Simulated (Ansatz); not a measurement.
NbP2 (C2/m, No. 12, 6 atoms in the cell; start mp-1077116), treated with r²SCAN in Ansatz (PAW).

Settings: plane-wave cutoff 560 eV, 18×18×8 k mesh (along the axes of the cell as run), Fermi–Dirac smearing 0.05 eV, no spin polarisation, scalar-relativistic PAW data made under PBE.

Cell (relaxed at this level):

Space group C2/m (No. 12); a = 8.8712 Å, b = 3.2943 Å, c = 7.5589 Å, α = 90.00°, β = 119.05°, γ = 90.00°

```tsv
atom	site	symmetry	x	y	z
Nb	4i	m	0.1598	0.0000	0.2007
P	4i	m	0.4032	0.0000	0.0988
P	4i	m	0.1333	0.0000	0.5263
```
(The calculation used a cell of 6 atoms; values per cell refer to that cell.)

### Question
Predict the bulk modulus.

### Answer

- bulk modulus: 159 GPa

Note: the bulk modulus is −V dP/dV from two relaxed cells at ±2 % in volume; the relaxation could not lower the start's symmetry, so the cell can be a saddle point above a distorted one.

Static lattice: no zero-point or thermal effects.

It cost about 13 core-minutes (a rough figure) of CPU time.

A start named mp-… is a Materials Project structure, which need not be a measured phase.

Ansatz is a program for electronic structure.
